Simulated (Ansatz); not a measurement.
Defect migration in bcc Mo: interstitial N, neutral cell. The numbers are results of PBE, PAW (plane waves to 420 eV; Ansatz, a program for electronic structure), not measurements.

36-site cell at the relaxed PBE lattice, a 2×2×3 k-point mesh shifted by half a step, smearing 0.10 eV, spin-restricted, no finite-size correction. No zero-point or tunnelling terms. Sites that were not tried may lie lower.

Barriers: single points on a 3×3×5 k-point mesh shifted by half a step at the bands' geometries (they differ from the bands' own by up to 0.11 eV, and are uncertain by about as much).

Relaxed starting cell (atoms counted from 1):

```yaml
crystal:
  lattice:
    - [9.48245, 0.00000, 0.00000]
    - [0.00000, 9.48245, 0.00000]
    - [0.00000, 0.00000, 6.32164]
  atoms:
    - { symbol: Mo, position: [0.99994, 0.99949, 0.99878] }
    - { symbol: Mo, position: [0.99996, 0.99950, 0.49863] }
    - { symbol: Mo, position: [0.99996, 0.33616, 0.00059] }
    - { symbol: Mo, position: [0.99993, 0.33615, 0.49675] }
    - { symbol: Mo, position: [0.99996, 0.66283, 0.00059] }
    - { symbol: Mo, position: [0.99995, 0.66284, 0.49674] }
    - { symbol: Mo, position: [0.33254, 0.99948, 0.99769] }
    - { symbol: Mo, position: [0.33254, 0.99948, 0.49971] }
    - { symbol: Mo, position: [0.33578, 0.32850, 0.99464] }
    - { symbol: Mo, position: [0.33579, 0.32849, 0.50270] }
    - { symbol: Mo, position: [0.33577, 0.67045, 0.99467] }
    - { symbol: Mo, position: [0.33578, 0.67047, 0.50270] }
    - { symbol: Mo, position: [0.66734, 0.99950, 0.99764] }
    - { symbol: Mo, position: [0.66737, 0.99949, 0.49968] }
    - { symbol: Mo, position: [0.66413, 0.32852, 0.99465] }
    - { symbol: Mo, position: [0.66412, 0.32851, 0.50270] }
    - { symbol: Mo, position: [0.66412, 0.67049, 0.99467] }
    - { symbol: Mo, position: [0.66412, 0.67048, 0.50272] }
    - { symbol: Mo, position: [0.16841, 0.16504, 0.24866] }
    - { symbol: Mo, position: [0.16432, 0.16529, 0.74865] }
    - { symbol: Mo, position: [0.20319, 0.49945, 0.24869] }
    - { symbol: Mo, position: [0.17142, 0.49946, 0.74866] }
    - { symbol: Mo, position: [0.16842, 0.83392, 0.24868] }
    - { symbol: Mo, position: [0.16433, 0.83366, 0.74868] }
    - { symbol: Mo, position: [0.49995, 0.16447, 0.24872] }
    - { symbol: Mo, position: [0.49996, 0.16301, 0.74870] }
    - { symbol: Mo, position: [0.49996, 0.49947, 0.24868] }
    - { symbol: Mo, position: [0.49995, 0.49949, 0.74869] }
    - { symbol: Mo, position: [0.49994, 0.83448, 0.24871] }
    - { symbol: Mo, position: [0.49993, 0.83593, 0.74870] }
    - { symbol: Mo, position: [0.83147, 0.16504, 0.24868] }
    - { symbol: Mo, position: [0.83556, 0.16529, 0.74868] }
    - { symbol: Mo, position: [0.79673, 0.49950, 0.24866] }
    - { symbol: Mo, position: [0.82849, 0.49950, 0.74864] }
    - { symbol: Mo, position: [0.83148, 0.83392, 0.24866] }
    - { symbol: Mo, position: [0.83557, 0.83367, 0.74867] }
    - { symbol: N, position: [0.99996, 0.49950, 0.24862] }
```

End state 1 differs by these moves (Å; atoms that move under 0.08 Å are left out):

```json
[
 {"atom": "3", "element": "Mo", "Δx": "0.00", "Δy": "-0.38", "Δz": "-0.01"},
 {"atom": "5", "element": "Mo", "Δx": "0.00", "Δy": "0.38", "Δz": "-0.01"},
 {"atom": "21", "element": "Mo", "Δx": "-0.38", "Δy": "0.00", "Δz": "-0.01"},
 {"atom": "33", "element": "Mo", "Δx": "0.38", "Δy": "0.00", "Δz": "-0.01"},
 {"atom": "37", "element": "N", "Δx": "0.00", "Δy": "0.00", "Δz": "-1.58"}
]
```

Q: Predict the forward and backward barriers to end state 1 from PBE, PAW.

A: forward 0.66 eV, backward 0.66 eV; at the saddle point atom 37 has neighbours 4 Mo at 1.95 Å. The saddle point's order was not checked, and it lies on a symmetry element of the cell, where a band can be held.
